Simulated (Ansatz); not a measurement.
# TiB2, response to strain

Take TiB$_{2}$ (space group P6/mmm, No. 191; a = 2.9939 Å, c = 3.1595 Å) as the base.

Strains are applied to the cell and any free atomic positions relax.

Method: LDA (Ansatz, a first-principles code, PAW, no spin-orbit coupling).

Notes on the quantities. energy relative to the base: free energy F.

```csv
isotropic strain (%),energy relative to the base (meV/atom)
-3,63.4
-1,6.6
-0.5,1.6
0,0.0
0.5,1.6
1,6.3
1.5,?
2,24.4
2.5,37.6
```

Task: Fit ΔE = Aε² + Bε³ (ε in %) to the rows shown and predict the withheld row.

Result: Least squares on the printed values gives A = 6.48 and B = -0.19 meV/atom (largest residual 0.1 meV/atom); this predicts 14.0 meV/atom, and the run gives 13.9 meV/atom, in agreement.

A case with no gap was solved on a k-mesh chosen for an insulator, which is coarse for it. Whether these cells are dynamically stable was not tested. All final runs are without spin polarisation.
